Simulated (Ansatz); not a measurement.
Consider Re in the hcp (Mg type) structure (space group P6_3/mmc, No. 194; a = 2.7508 Å, c = 4.4414 Å).

Now apply this change: every lattice vector is stretched by 3.79 %; the atoms relax in the strained cell.

Levels (all Ansatz, a program for electronic structure, PAW): PBEsol (420 eV, no spin-orbit coupling); r2SCAN (500 eV, no spin-orbit coupling).

The geometry is relaxed with PBEsol.

```
Item                 Value
---------------  ---------
PBEsol pressure  -34.0 GPa
```

### Question
Predict the pressure from r2SCAN.

### Answer
The pressure grows by 2.5 GPa (-34.0 GPa → -31.5 GPa).

Single points use the geometry relaxed with PBEsol. Their cutoffs differ, which shifts pressures a little. No phonon test of stability was made. All final runs are without spin polarisation.
